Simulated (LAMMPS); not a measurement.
Simulation of a melt of Cu (fcc) with 75 % of Cu sites Ta, 864 atoms, cooled from 3930 K to 300 K at 1e+14 K/s, at zero pressure.

Method: classical MD, pair style eam/alloy, file CuTa.eam.alloy (LAMMPS).

```csv
r (Å),"g(r), Cu-Ta","g(r), Ta-Ta","g(r), Cu-Cu"
2.140,0.000,0.000,0.000
2.180,0.000,0.000,0.030
2.220,0.000,0.000,0.130
2.260,0.000,0.000,0.377
2.300,0.000,0.000,0.862
2.340,0.015,0.000,1.77
2.380,0.090,0.000,2.41
2.420,0.363,0.000,3.03
2.460,1.16,0.000,3.46
2.500,2.05,0.011,3.43
2.540,3.29,0.129,3.27
2.580,4.19,0.410,2.72
2.620,4.65,1.06,2.13
2.660,4.85,1.94,1.91
2.700,4.73,3.00,1.62
2.740,4.10,3.77,1.40
2.780,3.57,3.93,1.04
2.820,2.89,4.15,0.788
2.860,2.38,3.83,0.653
2.900,1.89,3.43,0.440
2.940,1.54,2.94,0.379
2.980,1.28,2.59,0.385
3.020,1.18,2.27,0.422
3.060,0.966,1.95,0.418
3.100,0.868,1.78,0.326
3.140,0.825,1.66,0.347
3.180,0.802,1.54,0.303
3.220,0.775,1.42,0.282
3.260,0.733,1.43,0.295
3.300,0.710,1.37,0.288
3.340,0.729,1.27,0.319
3.380,0.699,1.14,0.237
3.420,0.672,0.963,0.274
3.460,0.626,0.902,0.422
3.500,0.552,0.757,0.372
3.540,0.480,0.589,0.358
3.580,0.482,0.538,0.417
3.620,0.438,0.409,0.337
3.660,0.391,0.356,0.399
3.700,0.365,0.260,0.458
3.740,0.379,0.202,0.499
3.780,0.328,0.152,0.568
3.820,0.332,0.139,0.674
3.860,0.314,0.106,0.664
3.900,0.355,0.104,0.848
3.940,0.329,0.107,0.798
3.980,0.360,0.103,0.922
4.020,0.414,0.130,1.03
4.060,0.443,0.127,1.10
4.100,0.517,0.169,1.22
4.140,0.589,0.227,1.16
4.180,0.601,0.238,1.34
4.220,0.683,0.308,1.36
4.260,0.835,0.402,1.23
4.300,0.813,0.490,1.40
4.340,0.913,0.606,1.36
4.380,0.980,0.698,1.33
4.420,1.11,0.828,1.25
4.460,1.13,0.917,1.33
4.500,1.18,1.01,1.31
4.540,1.23,1.07,1.29
4.580,1.26,1.20,1.22
4.620,1.26,1.26,1.14
4.660,1.29,1.34,1.25
4.700,1.26,1.33,1.23
4.740,1.37,1.42,1.23
4.780,1.35,1.49,1.25
4.820,1.30,1.49,1.21
4.860,1.32,1.48,1.28
4.900,1.28,1.53,1.20
4.940,1.29,1.54,1.24
4.980,1.25,1.46,1.25
5.020,1.23,1.46,1.25
5.060,1.27,1.47,1.37
5.100,1.29,1.38,1.28
5.140,1.30,1.35,1.21
5.180,1.32,1.34,1.32
5.220,1.30,1.34,1.24
5.260,1.34,1.31,1.24
5.300,1.33,1.26,1.23
5.340,1.35,1.30,1.18
5.380,1.32,1.26,1.09
5.420,1.28,1.30,1.12
5.460,1.25,1.27,1.07
5.500,1.18,1.26,0.996
5.540,1.14,1.20,0.945
5.580,1.06,1.21,0.965
5.620,1.03,1.17,0.852
5.660,0.975,1.14,0.872
5.700,0.918,1.09,0.809
5.740,0.875,1.07,0.856
5.780,0.837,1.02,0.806
5.820,0.811,0.958,0.763
5.860,0.830,0.944,0.828
5.900,0.802,0.901,0.755
5.940,0.755,0.880,0.729
5.980,0.754,0.865,0.749
6.020,0.712,0.841,0.704
6.060,0.692,0.793,0.762
6.100,0.660,0.774,0.701
6.140,0.630,0.758,0.688
6.180,0.634,0.707,0.735
```

Main features:
- state found: glass
- first peak of g(r), Cu-Ta: 2.66 Å, height 4.9
- coordination number of Cu by Ta: 10.7 (counted to 3.86 Å)
- coordination number of Ta by Cu: 3.58 (counted to 3.86 Å)
- first peak of g(r), Ta-Ta: 2.81 Å, height 4.1
